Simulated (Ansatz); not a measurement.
Ansatz (a first-principles code) run on ScF3 (R32, 4 atoms in the cell): relaxation of cell and atoms.

Method of the run: LDA (PW92), default PAW files made with PBE (plane waves; Ansatz).

The change in words: atoms on their sites; basis.ecutwfc: 420 eV → 355 eV; relax: default → cell and atoms. Reference geometry:
```
CELL_PARAMETERS angstrom
      2.86541     1.65434     2.33814
     -2.86541     1.65434     2.33814
      0.00000    -3.30869     2.33814
ATOMIC_POSITIONS crystal
  Sc 0.00713 0.00713 0.00713
  F  0.50000 0.00193 0.99807
  F  0.99807 0.50000 0.00193
  F  0.00193 0.99807 0.50000
```

Reference input (self-consistent single point, DFT, LDA (PW92), plane waves, default PAW files made with PBE): basis.ecutwfc = 420 eV; kpoints.mp_grid.grid = 6 6 6; hamiltonian.xc = lda; hamiltonian.pseudopotentials = {kind: paw} (the program's default PAW files); scf.occupations.method = fixed. This run's input differs from it in these lines:

Ansatz 0.2 input:
```diff
@@ -7,3 +7,3 @@
   atoms:
-    - { symbol: Sc, position: [0.00712800, 0.00712800, 0.00712800] }
+    - { symbol: Sc, position: [0.00000000, 0.00000000, 0.00000000] }
     - { symbol: F, position: [0.50000000, 0.00193000, 0.99807000] }
@@ -12,3 +12,3 @@
 basis:
-  ecutwfc: 420.0
+  ecutwfc: 355.0
 kpoints:
@@ -23,2 +23,4 @@
     method: fixed
+relax:
+  cell: {}
 output:
```

Output, abridged:

```
   [... SCF lines of the steps left out ...]
relax step   1: F+E_penalty+E_count = -4477.41026736 eV  Δ(F+E_penalty+E_count) = +0.000e0 eV  max|allowed force component| = 1.696e-2 eV/Å  Δτ_max = 0.0000 Å  P = -5.502 GPa  Ω = 66.502 Å³  (7 SCF iters, dr2 threshold 1.00e-7 eV, accepted)
relax step   2: F+E_penalty+E_count = -4477.57819079 eV  Δ(F+E_penalty+E_count) = -1.679e-1 eV  max|allowed force component| = 1.054e-2 eV/Å  Δτ_max = 0.0026 Å  P = +0.094 GPa  Ω = 63.872 Å³  energy of the carried Pulay correction = +1.226e-1 eV  (6 [...]
   [... lines left out ...]
relax step  10: F+E_penalty+E_count = -4477.48160583 eV  Δ(F+E_penalty+E_count) = -1.904e-3 eV  max|allowed force component| = 5.219e-7 eV/Å  Δτ_max = 0.0000 Å  P = -0.002 GPa  Ω = 62.708 Å³  energy of the carried Pulay correction = +1.894e-3 eV  (4 [...]
relax step  11: F+E_penalty+E_count = -4477.48008351 eV  Δ(F+E_penalty+E_count) = +1.522e-3 eV  max|allowed force component| = 5.351e-7 eV/Å  Δτ_max = 0.0000 Å  P = -0.009 GPa  Ω = 62.708 Å³  stress off target by 1.27e-2 GPa  SCF on the basis [...]
basis re-selected at this cell: Δ(F+E_penalty+E_count) = +1.522e-3 eV, ΔP = -0.007 GPa vs the last step
the relaxation is at rest under the 6 symmetry operations that the run kept from its start: a minimum is not shown …
Stability not checked: this state was not tested for a lower state beside it, because too few of the mixer's solves of this state at the end of the SCF gave a …
Free energy (F): -4477.480084 eV
Internal energy: -4477.480084 eV  (E = F + TS)
   [... lines left out ...]
Fermi energy:    -0.389883 eV
  cell:  # Å, volume = 62.7083 Å³
   [... lines left out ...]
    - [3.1347806644574606e-18, -3.244030051990151, 2.2935240258703424]
  atoms:
    - { symbol: Sc, position: [2.155003716496646e-20, -1.1853456048468295e-20, -9.696585325937659e-21] }
    - { symbol: F, position: [0.5, -8.618116043024315e-8, 1.0000000861811604] }
    - { symbol: F, position: [1.0000000861811604, 0.5, -8.6181160374732e-8] }
    - { symbol: F, position: [-8.618116043024315e-8, 1.0000000861811607, 0.5000000000000001] }
```

The run converged. 

Summary of the result:
| Item | Result |
|---|---|
| Free energy E − TS (on the zero of these files) | -4477.4801 eV |
| Top of the valence band (on the code's own zero) | -0.39 eV |
| Gap on the k-point mesh | 6.37 eV |
| Pressure | -0.01 GPa |
| Final cell | a = b = c = 3.973 Å, α = β = γ = 90.01° |
| Final volume per atom | 15.68 Å³ |
| Relaxation steps | 11 |

The starting cell comes from a database of computed structures (which also holds hypothetical and non-ambient phases and stackings), without a prior relaxation at this level. Its lattice was rescaled by up to half a per cent. The relaxation keeps the symmetry of its start, so its end need not be a minimum. Ansatz's pressure includes its estimate of the finite-basis (Pulay) stress. Without the estimate this run gives -7.76 GPa. The cutoff lies below the one recommended for these files.

Cost on one core of a shared machine: roughly 40 s.
